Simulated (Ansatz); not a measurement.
Response to strain in Ru

Start from Ru in the hcp (Mg type) structure (space group P6_3/mmc, No. 194; relaxed with 0.1 eV smearing).

```xyz
2
Lattice="2.6914 0.0000 0.0000 -1.3457 2.3308 0.0000 0.0000 0.0000 4.2489" Properties=species:S:1:pos:R:3 pbc="T T T"
Ru     1.3457     0.7769     3.1867
Ru     0.0000     1.5539     1.0622
```

Cartesian axes are those of the cell as printed.

Strains are applied to the cell and any free atomic positions relax.

Computed with PBEsol (Ansatz, a program for electronic structure), no SOC.

Notes on the quantities. pressure: mean of the normal stresses, compression positive; energy relative to the base: free energy F.

```tsv
case	pressure	energy relative to the base	volume per atom
base	0.0 GPa	0 meV/atom	13.33 Å³
uniaxial strain ε_zz = −2.50 %	10.0 GPa	+20 meV/atom	12.99 Å³
uniaxial strain ε_zz = −2.00 %	7.8 GPa	+12 meV/atom	13.06 Å³
uniaxial strain ε_zz = −1.50 %	5.8 GPa	+6.9 meV/atom	13.13 Å³
uniaxial strain ε_zz = −0.50 %	1.8 GPa	+0.7 meV/atom	13.26 Å³
uniaxial strain ε_zz = +1.00 %	-3.5 GPa	+2.9 meV/atom	13.46 Å³
uniaxial strain ε_zz = +1.50 %	…	…	13.53 Å³
uniaxial strain ε_zz = +2.00 %	-6.7 GPa	+11 meV/atom	13.59 Å³
uniaxial strain ε_zz = +2.50 %	-8.2 GPa	+17 meV/atom	13.66 Å³
uniaxial strain ε_zz = +3.00 %	-9.6 GPa	+25 meV/atom	13.73 Å³
```

Task: Fill in the withheld entries from the trend.

Result: 
- uniaxial strain ε_zz = +1.50 %, pressure: -5.1 GPa
- uniaxial strain ε_zz = +1.50 %, energy relative to the base: +6.4 meV/atom

Stability against distortions was not tested. All final runs are without spin polarisation.
